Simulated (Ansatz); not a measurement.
We consider InSbO4 (P2₁/c, No. 14, 24 atoms in the cell; start mp-1212067), described by r²SCAN (Ansatz, a quantum-chemistry and plane-wave program, plane waves, PAW).

Settings: plane-wave cutoff 560 eV, 6×6×6 k mesh, Fermi–Dirac smearing 0.01 eV, scalar-relativistic PAW data made under PBE.

Cell (relaxed with PBEsol):

```yaml
crystal:
  lattice:
    - [7.52344, 0.00000, -0.00499]
    - [0.00000, 5.25349, 0.00000]
    - [-1.40345, 0.00000, 7.31745]
  atoms:
    - { symbol: In, position: [0.84172, 0.74305, 0.64244] }
    - { symbol: In, position: [0.15828, 0.25695, 0.35756] }
    - { symbol: In, position: [0.15828, 0.24305, 0.85756] }
    - { symbol: In, position: [0.84172, 0.75695, 0.14244] }
    - { symbol: Sb, position: [0.66892, 0.24781, 0.81548] }
    - { symbol: Sb, position: [0.33108, 0.75219, 0.18452] }
    - { symbol: Sb, position: [0.33108, 0.74781, 0.68452] }
    - { symbol: Sb, position: [0.66892, 0.25219, 0.31548] }
    - { symbol: O, position: [0.80915, 0.55479, 0.89692] }
    - { symbol: O, position: [0.19085, 0.44521, 0.10308] }
    - { symbol: O, position: [0.19085, 0.05479, 0.60308] }
    - { symbol: O, position: [0.80915, 0.94521, 0.39692] }
    - { symbol: O, position: [0.90050, 0.06783, 0.81525] }
    - { symbol: O, position: [0.09950, 0.93217, 0.18475] }
    - { symbol: O, position: [0.09950, 0.56783, 0.68475] }
    - { symbol: O, position: [0.90050, 0.43217, 0.31525] }
    - { symbol: O, position: [0.67733, 0.39893, 0.56439] }
    - { symbol: O, position: [0.32267, 0.60107, 0.43561] }
    - { symbol: O, position: [0.32267, 0.89893, 0.93561] }
    - { symbol: O, position: [0.67733, 0.10107, 0.06439] }
    - { symbol: O, position: [0.43222, 0.42185, 0.80799] }
    - { symbol: O, position: [0.56778, 0.57815, 0.19201] }
    - { symbol: O, position: [0.56778, 0.92185, 0.69201] }
    - { symbol: O, position: [0.43222, 0.07815, 0.30799] }
```

Task: Give the computed band gap.

Result: 
- band gap = 1.81 eV

Note: cell and atoms aren't relaxed at this level (largest force component 0.19 eV/Å, pressure -1.6 GPa).

Spin–orbit coupling is not included.

Computed values are for the static lattice.

A start named mp-… is a Materials Project structure, which need not be a measured phase.
